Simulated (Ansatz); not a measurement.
The starting structures come from a database of crystals and need not be the phases stable at ambient conditions.

Tunnelling through a barrier is set by its complex band structure: the current falls as exp(−2κd) with the smallest κ.

Here is the system:

```
CELL_PARAMETERS angstrom
      6.72666     0.00000     0.00000
      1.08583     8.19438     0.00000
     -1.41009     0.24019     4.01991
ATOMIC_POSITIONS crystal
  La 0.03285 0.22212 0.24413
  La 0.96715 0.77788 0.75587
  B  0.34990 0.85262 0.51472
  B  0.65010 0.14738 0.48528
  B  0.43727 0.19285 0.87574
  B  0.56273 0.80715 0.12426
  Cl 0.20023 0.54326 0.34795
  Cl 0.79977 0.45674 0.65205
  O  0.53507 0.82299 0.43428
  O  0.46493 0.17701 0.56572
  O  0.37562 0.81842 0.85103
  O  0.62438 0.18158 0.14897
  O  0.23623 0.20822 0.87094
  O  0.76377 0.79178 0.12906
  O  0.84560 0.07980 0.68454
  O  0.15440 0.92020 0.31546
```

Space group of this cell: P-1. The cell is taken as given; by r2SCAN its mean pressure is -2.8 GPa.

Transport runs along the normal of the first two printed cell vectors.

The gap is the functional's own, uncorrected, and κ follows it; spin-orbit coupling is left out. Mid-gap values are interpolated between the computed energies.

Question: Predict the band gap and the smallest decay constant κ at mid-gap from r2SCAN (Ansatz, a first-principles code).

Answer: Gap 4.88 eV on a 6×4×8 mesh; κ = 0.455 1/Å, at the zone centre.
